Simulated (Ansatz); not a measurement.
Consider SiC in the zinc blende structure (space group F-43m, No. 216; a = 4.3563 Å). Axes: x, y, z lie along the cube axes.

All numbers come from plane-wave PAW DFT at the r2SCAN level (Ansatz, a program for electronic structure, 500 eV), no SOC.

Base values:

The valence-band top at Γ is 0.00, 0.00, 0.00 eV and the smallest direct gap is 5.05 eV.

It is then changed as follows: biaxial strain +2.50 %, plane normal [001], relaxed out of plane (Cartesian); in-plane vectors clamped, the third vector and the atoms free.

### Question
Predict the new valence-band top at Γ.

### Answer
The valence-band top at Γ (three highest levels, from the VBM) goes from 0.00, 0.00, 0.00 eV to 0.00, -0.27, -0.27 eV.

### Question
How does this affect the out-of-plane strain?

### Answer
The out-of-plane strain amounts to -1.67 %.

### Question
Predict the new smallest direct gap.

### Answer
The smallest direct gap decreases by 0.093 eV, from 5.05 eV to 4.95 eV.

Whether these cells are dynamically stable was not tested.
